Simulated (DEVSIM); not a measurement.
Structure: abrupt Si n-p junction, at 300 K.

```tsv
layer (left to right)	material	thickness (μm)	Nd (cm⁻³)	Na (cm⁻³)	τn (s)	τp (s)
1	Si	0.340	6e15	-	1.6e-5	1.6e-5
2	Si	65.0	-	1e15	1.6e-5	1.6e-5
```

Left contact: ohmic. Right contact: ohmic. Voltage is applied to the left contact. Recombination: SRH at mid-gap, Auger. Mobility is constant in doping.

Constants are typed, rounded textbook-type inputs, not results; the design itself was drawn at random and stands for no fabricated device. Values at 300 K.

| parameter | Si |
|---|---|
| gap (eV) | 1.124 |
| affinity (eV) | 4.05 |
| permittivity | 11.7 |
| Nc (cm⁻³) | 2.86e19 |
| Nv (cm⁻³) | 3.1e19 |
| μn (cm²/Vs) | 1417 |
| μp (cm²/Vs) | 470 |
| Cn (cm⁶/s) | 2.8e-31 |
| Cp (cm⁶/s) | 9.9e-32 |

Simulated with DEVSIM: 1D drift-diffusion, Boltzmann statistics, complete ionisation; no tunnelling, impact ionisation, image-force lowering or self-heating.

### Question
Tabulate band edges, carrier densities and field at zero bias.

### Answer
Energies count from the Fermi level of the right contact; mesh points crowd at the junctions.

```
x (μm)   Ec (eV)  Ev (eV)  n (cm⁻³)  p (cm⁻³)  field (V/cm)
-------  -------  -------  --------  --------  ------------
0.000      0.219   -0.905    6.0e15     19000           130
0.02844    0.219   -0.905    5.9e15     20000           150
0.08965    0.221   -0.903    5.6e15     21000           370
0.2017     0.234   -0.890    3.4e15     34000          2500
0.3033     0.289   -0.835    4.0e14    290000          9300
0.3359     0.324   -0.800    1.0e14   1100000         12000
0.3621     0.356   -0.768    3.0e13   3900000         12000
0.4548     0.462   -0.662    5.0e11     2.3e8         11000
0.6428     0.635   -0.489     6.0e8    1.9e11          7800
1.055      0.828   -0.296    350000    3.3e14          1900
1.987      0.857   -0.267    120000    1.0e15           ≈ 0
5.343      0.857   -0.267    120000    1.0e15           ≈ 0
11.68      0.857   -0.267    120000    1.0e15           ≈ 0
27.08      0.857   -0.267    120000    1.0e15           ≈ 0
52.11      0.857   -0.267    120000    1.0e15           ≈ 0
59.50      0.857   -0.267    120000    1.0e15           ≈ 0
62.77      0.857   -0.267    120000    1.0e15           ≈ 0
64.22      0.857   -0.267    120000    1.0e15           ≈ 0
64.98      0.857   -0.267    120000    1.0e15           ≈ 0
65.20      0.857   -0.267    120000    1.0e15           ≈ 0
65.29      0.857   -0.267    120000    1.0e15           ≈ 0
65.34      0.857   -0.267    120000    1.0e15           ≈ 0
```
